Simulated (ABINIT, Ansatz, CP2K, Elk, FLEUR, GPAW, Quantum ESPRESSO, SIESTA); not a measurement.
# One structure in several programs: MgSc (Pm-3m, 2 atoms in the cell)

Self-consistent single point, at a second geometry (lattice scaled by 0.98). First geometry:

```yaml
crystal:
  lattice:
    - [3.66694, 0.00000, 0.00000]
    - [0.00000, 3.66694, 0.00000]
    - [0.00000, 0.00000, 3.66694]
  atoms:
    - { symbol: Mg, position: [0.00000, 0.00000, 0.00000] }
    - { symbol: Sc, position: [0.50000, 0.50000, 0.50000] }
```

Shared settings, as Ansatz (an electronic-structure program) writes them: kpoints.mp_grid.grid = 12 12 12; scf.occupations.method = fermi_dirac; scf.occupations.width = 0.1 eV. Potentials and cutoffs stand in the table.

```tsv
code	model	ΔF from the first geometry (meV/atom)	pressure (GPa)	cutoff
Elk	LDA (PW92), all-electron FP-LAPW, Elk's shipped species files, APW+lo basis with extra local orbitals	-41.0	–	rgkmax 7.5
CP2K	LDA (Pade form), GPW, TZVP-MOLOPT-SR-GTH basis, GTH-PADE potentials (GTH_POTENTIALS)	-38.0	-3.02	grid 600 Ry
Quantum ESPRESSO	LDA (PW92), PseudoDojo standard norm-conserving (LDA) pseudopotentials	-40.4	-3.27	85 Ry
FLEUR	LDA (Perdew-Zunger), all-electron FLAPW (FLEUR), scalar-relativistic valence	-40.2	–	Kmax 3.8 1/bohr
ABINIT	LDA (PW92), PAW (JTH v2.0 LDA PAW)	-40.3	-3.27	30 Ha
GPAW	LDA (Perdew-Wang 92), GPAW PAW datasets LDA (gpaw-data 1.0.1)	-40.8	-3.31	800 eV
Ansatz	LDA (PW92), PAW files made with PBE	-40.8	-3.32	420 eV
SIESTA	LDA PW92, numerical atomic orbitals DZP, PseudoDojo LDA standard norm-conserving potentials (rewritten from UPF to PSML)	-34.2	-2.44	grid 300 Ry
```

A dash marks a value that a program does not give, or that is left out as unsure.

The spread over the programs that give each value: ΔF from the first geometry within 6.8 meV/atom; pressure within 0.88 GPa.

CP2K and SIESTA use small atom-centred bases, whose incompleteness enters pressures, forces and empty levels differently from a plane-wave cutoff. Elk and FLEUR treat all electrons, but the usual bases taken here (sphere radii, linearisation, local orbitals, empty states) were not tested for convergence, so the values are no reference for the others. Ansatz's pressure is given at a fixed set of plane waves, as the other plane-wave codes print theirs.

The starting cell comes from a database of computed structures (which also holds hypothetical and non-ambient phases and stackings), without a prior relaxation at this level. Its lattice was rescaled by a random factor within 2.5 % of one. For this run, on top of that: lattice scaled by 0.98.

Keys are those of Ansatz 0.2.
